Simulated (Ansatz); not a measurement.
**LaWN3: element substitutions**

The reference is LaWN3 (space group R3c, No. 161; a = 5.648 Å, c = 13.729 Å (hexagonal axes); a cell from a computed database, its experimental status unchecked).

Each row replaces one element on all its sites; cell and atoms are relaxed.

Calculations: PBEsol, PAW, 420 eV (Ansatz, an electronic-structure program; no spin-orbit coupling).

```json
[
 {"case": "base", "density": "9.58 g/cm³", "space group": "R3c (No. 161)", "band gap": "0.99 eV"},
 {"case": "W → Ge", "density": "…", "space group": "…", "band gap": "zero"},
 {"case": "W → Mo", "density": "7.24 g/cm³", "space group": "R3c (No. 161)", "band gap": "1.07 eV"},
 {"case": "W → Hf", "density": "8.56 g/cm³", "space group": "R-3c (No. 167)", "band gap": "zero"}
]
```

Question: Some entries are withheld; estimate them.

Answer: 
- W → Ge, density: 7.19 g/cm³
- W → Ge, space group: Pm-3m (No. 221)

Spin-orbit coupling, missing from the scalar runs, can matter with W. Whether these cells are dynamically stable was not tested. As relaxed here, LaGeN3 and LaHfN3 are hypothetical phases, not in the database extracts checked. For LaMoN3 in this form, whether it has been made was not checked. The final runs are not spin-polarised.
